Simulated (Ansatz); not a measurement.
Adsorption energy and surface dipole of O on the 1x1 (111) surface of fcc Al, one in a 1x1 cell, started at the site 'hollow Al-Al-Al over Al at depth 4.6 Å', worked from the runs' numbers; total energies count from the potentials' own zero.

Level of theory: PBE (plane waves to 420 eV, PAW; Ansatz, a program for electronic structure).

Set-up: 5 atoms, 7.0 Å thick at the start under the adsorbate (thin: gaps and levels are the slab's own); mesh 12x12x1; 0.1 eV smearing; dipole correction on; 2 atoms held, the rest relaxed; symmetry of the start imposed; spin-polarised, no spin-orbit, no U, no dispersion correction. The starting moment vanished. At the end it is bonded to 3 Al. In PBE it is, or lies within 0.03 eV of, the lowest of the starts that converged.

```csv
quantity,value
slab with the adsorbate,-2718.889 eV
"clean slab, same cell and mesh",-2149.255 eV
"reference, ½ O2(g)",-564.968 eV
area of the cell,7.07 Å²
change of the step from the bottom to the top vacuum level,0.850 eV
```

Problem. What is the adsorption energy against this reference?

Solution. E(slab + adsorbate) − E(slab) − E(reference) = -4.67 eV, so in this state the adsorbate is more stable than in the reference, at a coverage of 14.14 a nm².

Problem. What dipole does adsorption add to the slab along the outward normal (Helmholtz relation, ε₀ = 0.005526 e/(V·Å))?

Solution. p = −ε₀·A·ΔV = -0.033 e·Å = -0.16 D; its negative end points to the vacuum, which raises the vacuum level.
